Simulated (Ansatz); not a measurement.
Hf$_{2}$CS (P6_3/mmc), PBEsol, DFPT electron-phonon coupling, linearised Boltzmann equation in Ansatz (a first-principles code). Phonon-limited resistivity 17.3 μΩ·cm at 300 K along z (a = (3.35, 0.00, 0.00) Å; b = (-1.67, 2.90, 0.00) Å; c = (0.00, 0.00, 11.95) Å), current-weighted mean free path 25 nm.

Estimate the resistivity of a 80 nm square wire with diffuse walls from ρ ≈ ρ₀(1 + 3ℓ/4d).

1 + 0.75 × 25/80 = 1.23, so ρ ≈ 21.4 μΩ·cm and a line 1 μm long has 33.4 Ω. The formula is the free-electron limit for d well above ℓ; grain boundaries add to it.

What is the classical skin depth at 1 GHz (nonmagnetic, μ₀ = 1.257×10⁻⁶ H/m)?

δ = √(ρ/(π f μ₀)) = 6620 nm.

A metal at this level (no band gap). Only scattering by harmonic phonons is included (no impurities, grain boundaries, electron-electron scattering or thermal expansion). Spin-orbit coupling is left out, which matters with elements this heavy. Halving the electron mesh (28x28x8) moves the resistivity by up to 11 % at 300 K, the mean free path by up to 6 %. Smearing 0.20 eV; phonons on a 5x5x2 q mesh, which this run doesn't test.

Computed structure with no diffraction record at hand here (it may be known, metastable or hypothetical): Hf2CS (P6_3/mmc).
